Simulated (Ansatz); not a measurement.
# ZrO2: pressure series

Start from ZrO2 in the anatase structure (space group I4_1/amd, No. 141; a = 3.999 Å, c = 10.650 Å; a cell from a computed database, its experimental status unchecked).

Cell and atoms are relaxed at each pressure.

Calculations: PBEsol, PAW, 420 eV (Ansatz, a program for electronic structure; no spin-orbit coupling).

Notes on the quantities. band gap: an upper bound: an edge found on the path is not a true extremum; the base alone.

```json
[
 {"variant": "base", "shortest interatomic distance": "206.5 pm", "c/a ratio": "2.663", "band gap": "3.90 eV"},
 {"variant": "pressure −1 GPa", "shortest interatomic distance": "206.9 pm", "c/a ratio": "2.667", "band gap": "3.89 eV"},
 {"variant": "pressure 0.3 GPa", "shortest interatomic distance": "206.4 pm", "c/a ratio": "2.662", "band gap": "3.90 eV"},
 {"variant": "pressure 0.7 GPa", "shortest interatomic distance": "206.3 pm", "c/a ratio": "2.661", "band gap": "3.90 eV"},
 {"variant": "pressure 1.5 GPa", "shortest interatomic distance": "206.0 pm", "c/a ratio": "2.658", "band gap": "3.91 eV"},
 {"variant": "pressure 3 GPa", "shortest interatomic distance": "205.5 pm", "c/a ratio": "2.652", "band gap": "3.92 eV"},
 {"variant": "pressure 5 GPa", "shortest interatomic distance": "204.8 pm", "c/a ratio": "2.643", "band gap": "3.93 eV"},
 {"variant": "pressure 7.5 GPa", "shortest interatomic distance": "204.1 pm", "c/a ratio": "2.632", "band gap": "3.93 eV"}
]
```

Load acts through the strain it causes; cell and atoms are relaxed under it. Whether these cells are dynamically stable was not tested. Competing high-pressure phases were not computed. This is not the structure that ZrO2 has at room temperature and ambient pressure.
